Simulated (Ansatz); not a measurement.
## Gd on the Si site (silicon host)

Level of theory: PBE, PAW (plane waves to 420 eV; Ansatz, a first-principles code). A 2×2×2 supercell of 64 sites was used; the energies come from a 2×2×2 shifted sampling of its zone. Site at the start: the Si site. Charged cells carry a point-charge image correction with potential alignment at far atoms. Dielectric constants: PBE linear response of the host. Host gap at this level: 0.61 eV. These values are not converged in cell size to better than tenths of an eV. Levels are measured in PBE's own, too narrow, gap. Spin–orbit coupling is left out, and no Hubbard U is applied to the open shells. Each state is the lowest found from its start.

Formation energies E_f are given with the Fermi level at the valence-band maximum. Chemical conditions: host crystal and elements as references (Δμ(Si) = 0.00 eV, Δμ(Gd) = 0.00 eV; Gd taken from its element, since no compound that bounds it was computed at this level; only phases computed here count, gases as isolated molecules at 0 K). Reference phases: Gd: hcp Gd, ferromagnetic, Si: silicon.

In at least one state atoms left their starting sites on relaxation (a large move, or an atom on the emptied site), so the name describes the start.

Charges from +1 to −2 were run; one beyond them could lie lower near a band edge.

| charge | moment (μB) | largest move off a lattice site (Å) | image correction with alignment (eV) | E_f, host crystal and elements as references (eV) |
|---|---|---|---|---|
| +1† | 7.0 | 0.98 | 0.33 | – |
| 0† | 7.0 | 1.25 | 0.00 | 2.20 |
| −1† | 7.0 | 1.47 | -0.12 | – |
| −2† | 8.0 | 1.49 | -0.02 | – |

† Not settled in this cell, so no level is given: charge +1: carriers not clearly localised, level within 0.1 eV of a band edge or past it; charge 0: a level filled in part, carriers not clearly localised; charge −1: carriers not clearly localised; charge −2: carriers not clearly localised, level within 0.1 eV of a band edge or past it.

Starting moments that weren't kept: charge 0 began with 6 μB and ended with 7.0; charge −2 began with 6 μB and ended with 8.0.

All states together cost around 4 core-hours (rough).
